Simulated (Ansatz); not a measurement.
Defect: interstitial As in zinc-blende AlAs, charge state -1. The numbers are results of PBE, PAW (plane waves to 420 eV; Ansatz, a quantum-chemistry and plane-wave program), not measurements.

Cell of 64 host sites held at the relaxed PBE lattice; one k-point at (0.250, 0.250, 0.250); Fermi-Dirac width 0.01 eV, spin-restricted; finite-size errors left in. Static, classical nuclei. The charge state is imposed; whether it is stable for some Fermi level was not computed. Sites that were not tried may lie lower.

Barriers: single points on a 2×2×2 k-point mesh shifted by half a step at the bands' geometries (they differ from the bands' own by up to 0.11 eV, and are uncertain by about as much).

Relaxed starting cell (atoms counted from 1):

```
CELL_PARAMETERS angstrom
     11.45723     0.00000     0.00000
      0.00000    11.45723     0.00000
      0.00000     0.00000    11.45723
ATOMIC_POSITIONS crystal
  Al 0.99944 0.99922 0.00093
  Al 0.98312 0.98271 0.52159
  Al 0.00116 0.50460 0.99675
  Al 0.00043 0.49922 0.49951
  Al 0.50481 0.00096 0.99684
  Al 0.49941 0.00023 0.49948
  Al 0.50080 0.50054 0.00122
  Al 0.50741 0.50712 0.50243
  As 0.04739 0.04700 0.33842
  As 0.12566 0.12539 0.87797
  As 0.12501 0.62486 0.37496
  As 0.12577 0.62484 0.87194
  As 0.62512 0.12474 0.37495
  As 0.62512 0.12549 0.87197
  As 0.62523 0.62497 0.37045
  As 0.62545 0.62518 0.87566
  Al 0.00228 0.24737 0.24870
  Al 0.00033 0.24956 0.75431
  Al 0.00060 0.75349 0.25210
  Al 0.99874 0.74783 0.75238
  Al 0.49841 0.25002 0.25041
  Al 0.50059 0.25077 0.75051
  Al 0.49835 0.75235 0.24915
  Al 0.49974 0.75023 0.75120
  As 0.12201 0.37986 0.11932
  As 0.12327 0.37598 0.62920
  As 0.12790 0.87162 0.11976
  As 0.12628 0.87059 0.63250
  As 0.62515 0.37407 0.12463
  As 0.62641 0.37509 0.62525
  As 0.62626 0.87657 0.12595
  As 0.62328 0.87411 0.62532
  Al 0.24714 0.00166 0.24880
  Al 0.24986 0.00010 0.75430
  Al 0.25034 0.49823 0.25041
  Al 0.25105 0.50027 0.75053
  Al 0.75383 0.00037 0.25216
  Al 0.74807 0.99848 0.75233
  Al 0.75253 0.49802 0.24915
  Al 0.75048 0.49946 0.75118
  As 0.37990 0.12158 0.11953
  As 0.37618 0.12310 0.62914
  As 0.37442 0.62495 0.12464
  As 0.37539 0.62609 0.62528
  As 0.87207 0.12775 0.11996
  As 0.87092 0.12594 0.63243
  As 0.87676 0.62593 0.12594
  As 0.87434 0.62308 0.62537
  Al 0.25187 0.25154 0.00207
  Al 0.26587 0.26575 0.51368
  Al 0.25109 0.74793 0.99615
  Al 0.24892 0.75053 0.49992
  Al 0.74825 0.25077 0.99623
  Al 0.75085 0.24860 0.49989
  Al 0.74984 0.74958 0.00254
  Al 0.74316 0.74291 0.50277
  As 0.38705 0.38679 0.37945
  As 0.37603 0.37571 0.87531
  As 0.37235 0.87690 0.37530
  As 0.37708 0.87479 0.87554
  As 0.87716 0.37212 0.37530
  As 0.87502 0.37678 0.87553
  As 0.86407 0.86378 0.38103
  As 0.87390 0.87367 0.87604
  As 0.19980 0.19969 0.32930
```
Cell charge -1.

End state 1 differs by these moves (Å; atoms that move under 0.08 Å are left out):

| atom | element | Δx | Δy | Δz |
|---|---|---|---|---|
| 2 | Al | 0.18 | 0.22 | -0.27 |
| 3 | Al | -0.02 | -0.07 | 0.07 |
| 8 | Al | -0.07 | -0.08 | -0.01 |
| 9 | As | 0.47 | 0.01 | -0.46 |
| 25 | As | 0.04 | -0.09 | 0.09 |
| 26 | As | 0.08 | 0.13 | 0.09 |
| 27 | As | 0.03 | -0.08 | -0.06 |
| 28 | As | -0.01 | 0.07 | -0.11 |
| 33 | Al | 0.28 | -0.21 | -0.18 |
| 36 | Al | 0.02 | 0.08 | 0.08 |
| 39 | Al | -0.06 | 0.07 | 0.02 |
| 57 | As | -0.08 | -0.12 | -0.07 |
| 59 | As | 0.12 | -0.07 | 0.01 |
| 61 | As | -0.09 | 0.09 | -0.04 |
| 63 | As | 0.07 | 0.09 | -0.03 |
| 65 | As | -1.37 | 0.01 | 1.39 |

Give the forward and backward barriers to end state 1 at the level PBE, PAW.

forward 0.67 eV, backward 0.68 eV; at the saddle point atom 65 has neighbours Al at 2.36, Al at 2.51, 2 Al at 2.78; As at 2.43 Å. The saddle point's order was not checked, and it lies on a symmetry element of the cell, where a band can be held.
